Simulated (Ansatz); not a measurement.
# Thickness series in hypothetical CdI2 type SiO2

Consider SiO2 in the CdI2 type structure (space group P-3m1, No. 164; a = 2.6861 Å, c = 4.6018 Å; a hypothetical phase, not in the database extracts checked; layered, stacked along the Cartesian z axis).

Free-standing slabs (3 atom(s) a layer) normal to the stacking axis with 15 Å of vacuum; in-plane cell relaxed.

All numbers come from PBE-D3(BJ) (Ansatz, a quantum-chemistry and plane-wave program), scalar-relativistic without spin-orbit coupling, earlier PAW set.

Notes on the quantities. excess energy per area of both faces: slab less bulk energy over the cell's area: twice a surface energy; uncertain by up to 0.03 J/m²; electron mass: in plane.

```json
[
 {"case": "base", "excess energy per area of both faces": "–", "band gap": "6.16 eV", "electron mass": "–", "gap character": "–", "shortest interatomic distance": "1.801 Å"},
 {"case": "1 layer", "excess energy per area of both faces": "0.35 J/m²", "band gap": "6.72 eV", "electron mass": "0.41 mₑ (at Γ)", "gap character": "indirect, k = (0.143, 0.286, 0) in the run's primitive reciprocal basis → Γ", "shortest interatomic distance": "1.803 Å"},
 {"case": "2 layers", "excess energy per area of both faces": "0.37 J/m²", "band gap": "6.45 eV", "electron mass": "0.39 mₑ (at Γ)", "gap character": "indirect, K–Γ (62 % along) → Γ", "shortest interatomic distance": "1.802 Å"},
 {"case": "3 layers", "excess energy per area of both faces": "0.38 J/m²", "band gap": "6.34 eV", "electron mass": "0.38 mₑ (at Γ)", "gap character": "indirect, K–Γ (64 % along) → Γ", "shortest interatomic distance": "1.801 Å"},
 {"case": "4 layers", "excess energy per area of both faces": "0.38 J/m²", "band gap": "6.28 eV", "electron mass": "0.38 mₑ (at Γ)", "gap character": "indirect, k = (0.071, 0.214, 0) in the run's primitive reciprocal basis → Γ", "shortest interatomic distance": "1.801 Å"}
]
```

Slab and bulk use different k-meshes, which limits the precision of the excess energy. Masses are band curvatures over ±0.01 Å⁻¹ around the edge. No phonon test of stability was made.
